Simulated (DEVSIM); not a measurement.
Device: Cr/SiO2/n-Ge capacitor, at 250 K.

```tsv
layer (left to right)	material	thickness (nm)	Nd (cm⁻³)
1	SiO2	12.0	-
2	Ge	1100	3.1e17
```

Metal gate on the left, work function 4.5 eV. Fixed charge at the semiconductor interface -1.8e11 cm⁻² (in units of +e); no interface traps.

Constants are typed, rounded textbook-type inputs, not results; the design itself was drawn at random and stands for no fabricated device. Values at 300 K; Nc and Nv go as T^1.5, mobilities as T to minus their exponent, the gap by Varshni's rule with the affinity fixed.

| parameter | SiO2 | Ge |
|---|---|---|
| gap (eV) | 9 | 0.664 |
| affinity (eV) | 0.9 | 4 |
| permittivity | 3.9 | 16 |
| Nc (cm⁻³) | - | 1.04e19 |
| Nv (cm⁻³) | - | 6e18 |
| Varshni α (eV/K) | - | 0.000477 |
| Varshni β (K) | - | 235 |

DEVSIM, 1D Poisson equation in equilibrium, Boltzmann statistics, complete ionisation; no quantum confinement or tunnelling. Metal contacts follow the ideal Schottky-Mott rule: no Fermi-level pinning, no interface dipoles.

The interface trap density was swept, all else fixed.

| interface trap density (cm^-2 eV^-1) | minimum of the low-frequency capacitance (μF/cm²) | threshold voltage (band bending 2φF) (V) | flat-band voltage (V) |
|---|---|---|---|
| 0 | 0.143 | -1.00 | 0.53 |
| 1e10 | 0.144 | -1.00 | 0.53 |
| 1e11 | 0.147 | -1.00 | 0.55 |
| 3e11 | 0.155 | -1.02 | 0.60 |
| 1e12 | 0.175 | -1.08 | 0.76 |
| 2e12 | 0.195 | -1.16 | 0.98 |

From the first row to the last the minimum of the low-frequency capacitance goes from 0.143 to 0.195. From the first row to the last the threshold voltage (band bending 2φF) goes from -1.00 to -1.16.
